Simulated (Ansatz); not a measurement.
We consider OsC (model structure, F-43m, No. 216, 2 atoms in the cell), described by LDA in Ansatz (PAW).

Settings: plane-wave cutoff 520 eV, 12×12×12 k mesh, Fermi–Dirac smearing 0.01 eV, no spin polarisation, scalar-relativistic PAW data made under PBE.

Cell (relaxed at this level):

Space group F-43m (No. 216); a = b = c = 4.541 Å, α = β = γ = 90.00°

```json
[
 {"atom": "Os", "site": "4a", "symmetry": "-43m", "x": "0.0000", "y": "0.0000", "z": "0.0000"},
 {"atom": "C", "site": "4d", "symmetry": "-43m", "x": "0.7500", "y": "0.7500", "z": "0.7500"}
]
```
(The calculation used a cell of 2 atoms; values per cell refer to that cell.)

Q: What does this level give for the band gap, Γ–Γ gap and bulk modulus B0?

A: 
* **band gap**: 0.10 eV (on the SCF k mesh)
* **Γ–Γ gap**: 4.96 eV
* **bulk modulus B0**: 324 GPa

Note: the bulk modulus is −V dP/dV from two relaxed cells at ±2 % in volume; the relaxation could raise the start's symmetry but not lower it, so the cell can be a saddle point.

Spin–orbit coupling is not included; it can close the smallest gap of 0.10 eV.

The result took very roughly 30 core-seconds.

A model structure was made by putting elements into a prototype or built by hand; it is no filed structure, need not be a known phase, and can be a saddle point held by its symmetry.

Ansatz is a first-principles code.
